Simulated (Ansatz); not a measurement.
Results of PBEsol (PAW; Ansatz, an electronic-structure program) for Mg2NbN3 (C2/c, No. 15, 12 atoms in the cell; start mp-1246788).

Numerical settings: plane-wave cutoff 520 eV, 8×8×8 k mesh, Fermi–Dirac smearing 0.01 eV, no spin polarisation, scalar-relativistic PAW data made under PBE.

Cell (relaxed with PBEsol):

```
Mg2NbN3
1.0
    4.72504    -3.07287     0.00990
    4.72504     3.07287     0.00990
   -2.64563     0.00000     5.03158
Mg Nb N
4 2 6
Cartesian
  6.77323  -0.49477   2.14392
  0.03122   0.49477   2.90745
  1.35403  -0.49477   0.39166
  5.45042   0.49477   4.65971
  2.74082  -0.54561   3.78358
  4.06363   0.54561   1.26779
  2.74082  -2.46072   3.78358
  4.06363   2.46072   1.26779
  6.00554   0.42623   0.38304
  0.79890  -0.42623   4.66833
  2.12172   0.42623   2.15254
  4.68273  -0.42623   2.89883
```

**Question.** Predict the band gap, smallest direct gap on the k points sampled and direct gap at Γ.

**Answer.** 
* **band gap**: 1.33 eV
* **smallest direct gap on the k points sampled**: 2.00 eV
* **direct gap at Γ**: 2.08 eV

Spin–orbit coupling is not included.

Computed values are for the static lattice.

A start named mp-… is a Materials Project structure, which need not be a measured phase.
